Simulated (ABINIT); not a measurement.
Pressure against volume in diamond-structure Sn (space group 227) (ABINIT, PBE)

```yaml
crystal:
  lattice:
    - [0.00000, 3.18681, 3.18681]
    - [3.18681, 0.00000, 3.18681]
    - [3.18681, 3.18681, 0.00000]
  atoms:
    - { symbol: Sn, position: [0.50000, 0.50000, 0.50000] }
    - { symbol: Sn, position: [0.75000, 0.75000, 0.75000] }
```

Method of the run: PBE, norm-conserving pseudopotentials (PseudoDojo nc-sr-05 PBE standard) (plane waves; ABINIT). Settings: pseudos = [Sn.upf]; ecut = 94 Ry; occopt = 3; tsmear = 0.01 eV; ngkpt = 9 9 9; nshiftk = 1; shiftk = 0 0 0; potentials = PseudoDojo nc-sr-05 PBE standard; nband = 19; kptopt = 1; nstep = 50; tolvrs = 1e-11. The cell above is the first row's. The rows scale it uniformly. In all rows fractional positions and the k mesh are held.

| V (Å^3/atom) | P (GPa) |
|---|---|
| 32.364 | 6.35 |
| 33.068 | 5.03 |
| 33.772 | 3.84 |
| 34.475 | 2.77 |
| 35.179 | 1.82 |
| 35.882 | 0.97 |
| 36.586 | 0.25 |
| 37.289 | -0.40 |
| 37.993 | ? |

Problem. Using a cubic, estimate the missing P at V = 37.993 from the other rows, showing the fit.

Solution. With u = V - 34.8, the rows have u = -2.4360, -1.7320, -1.0280, -0.3250, 0.3790, 1.0820, 1.7860, 2.4890. Least squares gives P = 2.317 - 1.3585·u + 0.11495·u² - 0.00291·u³. Residuals (row less fit): 0.000, 0.000, 0.002, -0.001, 0.002, -0.008, 0.009, -0.003; standard error 0.006 (degrees of freedom: 4). The fitted pressure is zero at V0 = 36.84, where dP/dV = -0.9260, so B0 = -V0·dP/dV = 34.1 GPa. At the withheld row, u = 3.1930, so P = 2.317 - 1.3585 × 3.1930 + 0.11495 × 3.1930² - 0.00291 × 3.1930³ = -0.943 GPa. The calculation gives -1.01 GPa, 0.067 GPa below the prediction (0.9 % of the range of P in the table). The row lies outside the fitted rows, so this is an extrapolation. From the scatter of the fitted rows alone, a prediction at this place has a standard error of 0.017 GPa, so the miss is 3.9 times that.

Carrying the step between the two nearest rows on in a straight line would have given -1.05, off by 0.04; series whose last step already gives the withheld value aren't shown. The scan was laid around a cell of about the measured size, scaled by a guess for this functional. This is grey tin, the low-temperature phase. The runs keep the symmetry of the cell, so they don't test it for distortions. The PBE file for Sn was generated anew from PseudoDojo's inputs, some of which were changed. Cutoffs and mesh are single choices, not tested for convergence of this quantity. Series with a scatter that would blur these digits, or in which a gap closes, are not shown.

Terms beyond the fitted order, or numerical noise in single rows, can give a miss of this size; the table doesn't tell which.
